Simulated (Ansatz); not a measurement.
Start from Nb in the bcc (W type) structure (space group Im-3m, No. 229; relaxed with 0.1 eV smearing).

```
CELL_PARAMETERS angstrom
     -1.63646     1.63646     1.63646
      1.63646    -1.63646     1.63646
      1.63646     1.63646    -1.63646
ATOMIC_POSITIONS crystal
  Nb 0.00000 0.00000 0.00000
```

Cartesian axes are those of the cell as printed.

Method: PBEsol in Ansatz (plane waves to 420 eV, PAW, scalar-relativistic without spin-orbit coupling).

Strains are applied to the cell and any free atomic positions relax; under biaxial strain the out-of-plane vector relaxes too.

One change was made to it. Results:

The shortest interatomic distance decreases by 0.021 Å to 2.813 Å; the pressure (mean of the normal stresses, compression positive) goes from zero to 4.8 GPa.

Task: What was done to the base?
(A) biaxial strain −1.50 %, plane normal [001], relaxed out of plane
(B) biaxial strain −2.50 %, plane normal [001], relaxed out of plane
(C) biaxial strain +1.50 %, plane normal [001], relaxed out of plane
(D) biaxial strain +1.00 %, plane normal [001], relaxed out of plane

Result: B, biaxial strain −2.50 %, plane normal [001], relaxed out of plane. For comparison, the pressure in the other runs: biaxial strain +1.00 %, plane normal [001], relaxed out of plane gives -1.6 GPa; biaxial strain +1.50 %, plane normal [001], relaxed out of plane gives -2.3 GPa; biaxial strain −1.50 %, plane normal [001], relaxed out of plane gives 2.8 GPa.

Whether these cells are dynamically stable was not tested. All final runs are without spin polarisation.

Ansatz is a quantum-chemistry and plane-wave program.
